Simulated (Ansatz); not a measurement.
The parent structure is BaTiO3 (space group P4mm, No. 99; a = 3.9728 Å, c = 4.1123 Å).

The values are results of r2SCAN, PAW, 500 eV (Ansatz, a quantum-chemistry and plane-wave program; without spin-orbit coupling), earlier PAW set, not measurements.

For the base:

| Item | Value |
|---|---|
| Pressure | 0.00 GPa |
| Band gap | 2.23 eV |

The change: the cell is scaled by 0.9788 in all directions, atoms relaxed at fixed cell.

Task: How does this affect the largest internal atomic displacement, pressure, energy relative to the base and band gap?

Result: The largest internal atomic displacement is 0.041 Å; the pressure (mean of the normal stresses, compression positive) goes from zero to 10.99 GPa; the energy increases by 26 meV/atom; the band gap grows by 0.10 eV, from 2.23 eV to 2.33 eV.

The cells carry an imposed strain or load. No phonon test of stability was made. All final runs are without spin polarisation.
